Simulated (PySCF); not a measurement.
PySCF 2.14.0, WB97X/def2-svp: W(O)(NMe)(OH)(Me) (C[N]=[W]([CH3])(=[O])[OH]), 13 atoms. The geometry is a generated start, not checked to be a minimum at this level.

- task: energy
- method: wb97x
- basis: def2-svp
- mol.max_memory: 7000 MB
- mf.init_guess: minao (default)
- mf.DIIS: CDIIS (default)
- mf.diis_space: 8 (default)
- mf.conv_tol: 1e-09 (default)
- mf.grids.level: 3 (default)
- effective core potentials: those of the basis set, past Kr
- basis functions (reference run): 137
- grid points (reference run): 163272

```xyz
13

W      0.3857     0.8604     0.3472
O      1.8482     0.8026     1.1947
N      0.3396    -0.3654    -0.9535
C      0.6976    -1.3774    -1.8898
H      0.0164    -1.3957    -2.7525
H      1.7182    -1.2086    -2.2629
H      0.6723    -2.3663    -1.4146
O     -0.3929     2.5080    -0.0526
H     -0.6882     3.3627    -0.3925
C     -0.9616    -0.0822     1.8261
H     -1.0589     0.5713     2.7102
H     -0.5962    -1.0513     2.1970
H     -1.9804    -0.2583     1.4432
```

The reference run uses exact four-centre integrals. One run each, on a shared machine, so no times are given.

Settings tried, all else as in the reference:
- COSX exchange (sgx_fit, pjs) with fitted J, mf.with_df.grids_level_i = 1, mf.with_df.grids_level_f = 1
- density fitting of J alone, exact K
- COSX exchange (sgx_fit, pjs) with fitted J, mf.with_df.grids_level_i = 1, mf.with_df.grids_level_f = 2 (default)
- density fitting, auxbasis = autoaux
- COSX exchange (sgx_fit, pjs) with fitted J, mf.with_df.grids_level_i = 1, mf.with_df.grids_level_f = 4
- density fitting, auxbasis = def2-universal-jfit
- density fitting
- COSX exchange (sgx_fit, pjs) with fitted J, mf.with_df.grids_level_i = 1, mf.with_df.grids_level_f = 3

Task: Sort the settings: which keep to the reference within 1.0 meV/atom in energy, and which don't?

Result: Within it: density fitting, auxbasis = autoaux; density fitting; COSX exchange (sgx_fit, pjs) with fitted J, mf.with_df.grids_level_i = 1, mf.with_df.grids_level_f = 1; COSX exchange (sgx_fit, pjs) with fitted J, mf.with_df.grids_level_i = 1, mf.with_df.grids_level_f = 2 (default); density fitting of J alone, exact K; COSX exchange (sgx_fit, pjs) with fitted J, mf.with_df.grids_level_i = 1, mf.with_df.grids_level_f = 4; COSX exchange (sgx_fit, pjs) with fitted J, mf.with_df.grids_level_i = 1, mf.with_df.grids_level_f = 3. Outside: density fitting, auxbasis = def2-universal-jfit.

| setting | energy against the reference |
|---|---|
| density fitting, auxbasis = autoaux | −0.0039 meV/atom |
| density fitting | −0.11 meV/atom |
| COSX exchange (sgx_fit, pjs) with fitted J, mf.with_df.grids_level_i = 1, mf.with_df.grids_level_f = 1 | −0.19 meV/atom |
| COSX exchange (sgx_fit, pjs) with fitted J, mf.with_df.grids_level_i = 1, mf.with_df.grids_level_f = 2 (default) | −0.20 meV/atom |
| density fitting of J alone, exact K | −0.21 meV/atom |
| COSX exchange (sgx_fit, pjs) with fitted J, mf.with_df.grids_level_i = 1, mf.with_df.grids_level_f = 4 | −0.21 meV/atom |
| COSX exchange (sgx_fit, pjs) with fitted J, mf.with_df.grids_level_i = 1, mf.with_df.grids_level_f = 3 | −0.21 meV/atom |
| density fitting, auxbasis = def2-universal-jfit | +14 meV/atom |

Total energies are compared; such shifts often cancel in part in energy differences. sgx_fit (COSX, pjs=True) fits J as well, so its difference is the sum of the grid's shift in exchange and the fit's in Coulomb. def2-universal-jfit is made for Coulomb alone and misses functions that exchange needs. No test of the SCF solution's stability was run. Also tried and not ranked: density fitting, auxbasis = def2-universal-jkfit (same energy as a listed run). The tolerance is a choice made for this comparison.
